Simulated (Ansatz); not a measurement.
Take MoSi₂ (space group I4/mmm, No. 139; a = 3.2169 Å, c = 7.8730 Å) as the base.

Levels (all Ansatz, a program for electronic structure, PAW): PBE (420 eV, no spin-orbit coupling); r2SCAN (500 eV, no SOC).

The geometry is relaxed with PBE.

PBE pressure: 0.0 GPa

Q: Predict the pressure from r2SCAN.

A: The pressure goes from zero to -3.6 GPa.

Single points use the geometry relaxed with PBE. Their cutoffs differ, which shifts pressures a little. No phonon test of stability was made. All final runs are without spin polarisation.
